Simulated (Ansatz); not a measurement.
How far PBE and PBEsol part for Zr, pressure 9 GPa

Start from Zr in the hcp (Mg type) structure (space group P6_3/mmc, No. 194; a = 3.2316 Å, c = 5.1736 Å).

(Cell as relaxed with PBE.)

Levels (all Ansatz, an electronic-structure program, PAW, earlier PAW set): PBE (420 eV, without spin-orbit coupling); PBEsol (420 eV, scalar-relativistic without spin-orbit coupling).

Each level relaxes its own structure.

```csv
base,PBE,PBEsol
volume per atom,23.40 Å³,22.47 Å³
lattice parameter a,3.232 Å,3.185 Å
band gap,zero,zero
```

Perturbation: a hydrostatic pressure of 9 GPa.

| quantity | PBE | PBEsol |
|---|---|---|
| lattice parameter a | 3.133 Å | (withheld) |
| c/a ratio | 1.615 | (withheld) |

Q: What does PBEsol give?

A: 
- lattice parameter a, PBEsol: 3.087 Å
- c/a ratio, PBEsol: 1.626

PBE's lattice parameter a lies 0.046 Å above PBEsol's (1.5 %); PBE's c/a ratio lies 0.0118 below PBEsol's. Neither level is exact; PBEsol is the comparison here, not a measurement.

Load acts through the strain it causes; cell and atoms are relaxed under it. Stability against distortions was not tested. The final runs are not spin-polarised. Measured, Zr leaves this structure (for the ω phase) near 3 GPa (temperature not stated; as listed in C. Cazorla, D. Alfè, M. J. Gillan, Physical Review B (2008)).
